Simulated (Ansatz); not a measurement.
Sc under a change: biaxial strain +0.68 %, plane normal [001], relaxed out of plane

Start from Sc in the hcp (Mg type) structure (space group P6_3/mmc, No. 194; a = 3.319 Å, c = 5.166 Å). Axes: x lies along a and z along c of the hexagonal cell.

Modification: tensile biaxial strain of 0.68 % in the plane normal to [001], as in epitaxy on a mismatched substrate; the out-of-plane cell vector and the atoms relax.

Level of theory: PBE/PAW in Ansatz (a quantum-chemistry and plane-wave program), no SOC. Settings: 16×16×9 k-points, 0.05 eV Fermi–Dirac smearing.

| quantity | base | changed | shift |
|---|---|---|---|
| volume per atom | 24.65 Å³ | 24.89 Å³ | +0.24 Å³ |
| space group | P6_3/mmc (No. 194) | P6_3/mmc (No. 194) | – |
| shortest interatomic distance | 3.216 Å | 3.216 Å | 0.000 Å |
| pressure (mean of the normal stresses, compression positive) | 0.0 GPa | -0.5 GPa | -0.5 GPa |
| band gap | zero | zero | – |
| out-of-plane strain (rough) | – | -0.38 % | – |
| mean in-plane stress (compression positive) (rough) | – | -0.8 GPa | – |

Without a gap, meshes like the base's 16×16×9 leave anisotropic stresses uncertain by several tenths of a GPa, and small strain energies with them. No phonon test of stability was made. All final runs are without spin polarisation.
